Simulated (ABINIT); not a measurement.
Troubleshooting ABINIT: a failed run on Tl (P6_3/mmc, 4 atoms in the cell). The aim is a self-consistent single point with DFT, revPBE, plane waves, PAW (JTH v2.0 PBE PAW, files made for PBE).

Cell that was meant: a = 3.5153 Å, b = 3.5153 Å, c = 11.2870 Å, α = 90.00°, β = 90.00°, γ = 120.00°.

Part of the input:

```
         6.6429652590    0.0000000755    0.0000000000
        -3.3214826949    5.7529766331    0.0000000000
         0.0000000000    0.0000000000   21.3293482173
natoms 4
ntypat 1
znucl 81
typat 1 1 1 1
```

The program printed (abridged):

```
             HAVE_FC_GAMMA            HAVE_FC_GETENV   HAVE_FC_IEEE_ARITHMETIC

   HAVE_FC_IEEE_EXCEPTIONS          HAVE_FC_INT_QUAD             HAVE_FC_IOMSG

     HAVE_FC_ISO_C_BINDING  HAVE_FC_ISO_FORTRAN_2008        HAVE_FC_LONG_LINES

        HAVE_FC_MOVE_ALLOC  HAVE_FC_ON_THE_FLY_SHAPE           HAVE_FC_PRIVATE

         HAVE_FC_PROTECTED           HAVE_FC_SHIFTLR         HAVE_FC_STREAM_IO

            HAVE_FC_SYSTEM                HAVE_FFTW3          HAVE_FORTRAN2003

                 HAVE_HDF5             HAVE_HDF5_MPI        HAVE_LIBPAW_ABINIT

      HAVE_LIBTETRA_ABINIT                HAVE_LIBXC                  HAVE_MPI

                 HAVE_MPI2         HAVE_MPI2_INPLACE       HAVE_MPI_IALLGATHER

       HAVE_MPI_IALLREDUCE        HAVE_MPI_IALLTOALL       HAVE_MPI_IALLTOALLV

           HAVE_MPI_IBCAST         HAVE_MPI_IGATHERV        HAVE_MPI_INTEGER16

               HAVE_MPI_IO HAVE_MPI_TYPE_CREATE_S...               HAVE_NETCDF

       HAVE_NETCDF_FORTRAN   HAVE_NETCDF_FORTRAN_MPI           HAVE_NETCDF_MPI

             HAVE_OS_LINUX         HAVE_TIMER_ABINIT
 ++++++++++++++++++++++++++++++++++++++++++++++++++++++++++++++++++++++++++++++

 Netcdf library supports MPI-IO
-instrng: 32 lines of input have been read from file run.abi

--- !ERROR
src_file: m_invars1.F90
src_line: 319
mpi_rank: 0
message: |
    Input natom must be defined, but was absent for dataset 0
    Action: check the input file.
...

 abinit_abort: decision taken to exit. Check above messages for more info
Abort(13) on node 0 (rank 0 in comm 0): application called MPI_Abort(MPI_COMM_WORLD, 13) - process 0

--- !ERROR
src_file: m_invars1.F90
src_line: 319
mpi_rank: 0
message: |
    Input natom must be defined, but was absent for dataset 0
    Action: check the input file.
...
```

Problem. From the messages shown, name the fault and mend the input.

Solution. The fault is a keyword that the program does not know. The program does not know a key of this name. To fix it, use the program's own name for the key. The program stopped before any SCF iteration.

The sound input it was made from differs as follows (other fixes are possible):
```diff
-natoms 4
+natom 4
```

With that input, the run converged in 25 iterations: free energy E − TS -5571.80 eV; Fermi level (on the code's own zero) 6.19 eV; pressure 1.81 GPa (DFT, revPBE, plane waves, PAW (JTH v2.0 PBE PAW, files made for PBE)).

On the sound input: the starting cell comes from a database of computed structures (which also holds hypothetical and non-ambient phases and stackings), without a prior relaxation at this level. Its lattice was rescaled by a random factor within 2.5 % of one. The potentials were made for another functional than the one used.

These are the values that this program gave, and no reference: the one-centre exchange-correlation terms come from a truncated expansion.
